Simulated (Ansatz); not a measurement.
Consider this model of amorphous Si26O36C8.

```
C4O18Si13
1.0
   11.00514    -0.20893    -0.36309
   -0.20893    10.43113     0.05860
   -0.36309     0.05860     9.56024
Si O C
26 36 8
Cartesian
  7.26943   2.45386   3.02529
  3.00721   4.07941   2.14390
  9.40497   1.65976   5.15634
  9.62553   6.99314   5.25280
  7.00116   4.66894   8.77505
  7.41259   6.47807   5.83866
  7.47398   7.76302   2.12338
  9.87805   2.53508   1.31194
  6.10902   8.21901   4.70565
  2.31469   0.59108   4.81774
  4.45845   1.17053   2.26333
  5.93758   4.97724   1.83851
  9.63075   7.18246   2.81130
  1.94648  10.18530   1.85803
  6.89357   8.37889   7.11902
  2.40498  10.38810   7.88045
  3.14622   7.43432   8.34421
  1.16391   3.46085   4.99946
  9.89415   5.51172   1.10312
  1.21620   5.67106   9.46534
  0.41590  10.15075   0.14675
 10.03839   9.89551   4.61473
  5.07532   1.39717  -0.11821
  7.95608   9.39609   8.97700
  1.15260   5.73386   7.09695
  8.40131   1.96665   8.19198
  2.42150   6.81658   6.99466
  8.63164   5.24984   0.07502
  8.02678   2.19798   4.44830
  9.13997   1.70905   6.76911
  0.63080  10.35400   4.75673
  6.44740   6.51015   1.92609
  2.20347   2.21490   4.87856
  9.35286   9.99699   1.98600
 10.17769   4.05587   1.82703
  1.48695   5.82193   3.56739
  2.18370   4.32241   0.73154
  7.34845   3.20821   8.09797
  6.87398   8.72876   3.31907
  0.79751  10.31335   8.20816
 10.61719   2.71231   4.74399
 -0.19794   6.34774   6.38504
  7.74503   0.56397   8.74910
  2.66367   6.85394   0.07877
  0.21611   1.90692   2.17594
  9.83644   8.61888   5.63442
  7.56485   8.59455   0.68553
  5.94139   1.50373   2.96785
  6.15702   4.38619   0.31861
  2.92482   0.11613   6.24223
  3.20715   9.04796   8.34395
  8.38867   2.12365   1.85606
  9.60628   9.28631   8.96434
  4.67638   6.88061   8.55972
  1.51125   4.32520   6.35007
  0.16502   6.12125   0.53535
  6.78491   4.01785   2.87628
  4.35214   5.00972   2.20073
  6.34664   9.40422   5.89304
  3.51613   2.54500   2.27177
  9.92333   2.37358  -0.30942
  3.31392   1.20185   8.60868
  3.77443   9.19951   3.82574
  6.61428   5.94644   7.50449
  0.82990   0.87817   1.51816
  1.76603   4.62583   3.55412
  5.77063   7.00858   7.76423
  3.32932  -0.04044   3.35332
  4.36186   8.20917   4.27514
  9.65551   9.20534   2.85638
```

Methods: PBE, scalar-relativistic without spin-orbit coupling (Ansatz, an electronic-structure program); r2SCAN, scalar-relativistic without spin-orbit coupling (Ansatz); PBE0, scalar-relativistic without spin-orbit coupling (Ansatz). Neutral PBE cell, which sets geometry, pressure and energy: sampling: a 2×2×2 Γ-centred mesh; Fermi-Dirac width 0.02 eV; no spin polarisation. Exact exchange is cut at the faces of this 10 Å cell, which leaves hybrid gaps a finite-size error.

Preparation: random packing, a CHGNet melt and quench, and a DFT relaxation. O atoms were pushed apart under 1.9 Å during the dynamics, to hinder bonds among them. The hot cell started wider than the set density and was brought back towards it in steps. It is the lowest in DFT energy of 2 quenches. It is a model cell: composition and starting density were chosen by hand, and all elements were melted together. No dispersion term was used. The simulated quench is rapid and tends to freeze in more defects than a deposited or slowly cooled glass has. A cell of this size samples the disorder only roughly. Volume and shape were free in the relaxation.

Task: Give the pressure, the energy against reference phases and the spacing of the highest filled and lowest empty levels.

Result: 
The pressure on a 2×2×2 Γ-centred mesh comes out as 0.02 GPa. The largest force and stress component on that mesh (the relaxation ran on the zone centre alone) comes out as 0.10 eV/Å and 0.1 GPa. The energy relative to alpha cristobalite + 6H silicon carbide (lowest mix at this level among the phases computed, not always the ambient ones) is 482 meV/atom and the gap between localised states on a 2×2×2 Γ-centred mesh (PBE) is 1.46 eV. The gap between localised states at the zone centre (PBE) is 1.51 eV, the gap between localised states at the zone centre (r2SCAN) is 1.72 eV and the gap between localised states at the zone centre (PBE0) is 3.26 eV. The distance between the nearest levels spread over more than a fifth of the atoms or a third of the atoms of their main element (six at least) (PBE, zone centre) is 2.62 eV.

Task: At PBE and the zone centre, how localised are the states just below and above the Fermi level (participation number: the atoms over which a state spreads)?

Result: The highest filled state is spread over 6.0 atoms' worth, largest on Si23, with weights by element (charge in smoothed Voronoi cells) Si 0.62, O 0.26, C 0.12. The lowest empty state is spread over 6.1 atoms' worth, largest on Si23, with weights by element (charge in smoothed Voronoi cells) Si 0.40, O 0.34, C 0.26.

At PBE the levels at both edges of the gap are localised (band-tail or defect states), and the nearest spread-out levels lie 2.6 eV apart at the zone centre.

Neighbours within Si-Si 2.60 Å, Si-O 1.90 Å, Si-C 2.19 Å, O-O 1.58 Å, O-C 1.56 Å, C-C 1.78 Å count as bonded. Two cations that share two anions don't count as bonded, nor two that share one unless they lie closer than Si-Si 2.38 Å, Si-C 2.00 Å, C-C 1.63 Å.

A PBE run started with 1 μB on atoms that lack a bond or may hold spare charge lost its moments; other starts weren't tried.
